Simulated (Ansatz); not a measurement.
**GaP (model structure, started from the BN type, Pm-3n, No. 223, 12 atoms in the cell): properties by level of theory**

| level (code) | lattice parameter a (Å) | cohesive energy (eV/atom) |
|---|---|---|
| PBE (Ansatz) | 6.784 | 3.31 |
| PBE-D3(BJ) (Ansatz) | 6.725 | 3.55 |
| r²SCAN+rVV10 (Ansatz) | 6.701 | 3.55 |

Ansatz's density-functional and Hartree–Fock values are scalar-relativistic unless marked +SOC, with PAW data made under PBE.

Free atoms are spin-polarised, in the lowest state found; at levels without +SOC their spin–orbit coupling is left out.

Computed values are for the static lattice.

A model structure was made by putting elements into a prototype or built by hand; it is no filed structure, need not be a known phase, and can be a saddle point held by its symmetry.

Ansatz is a first-principles code.
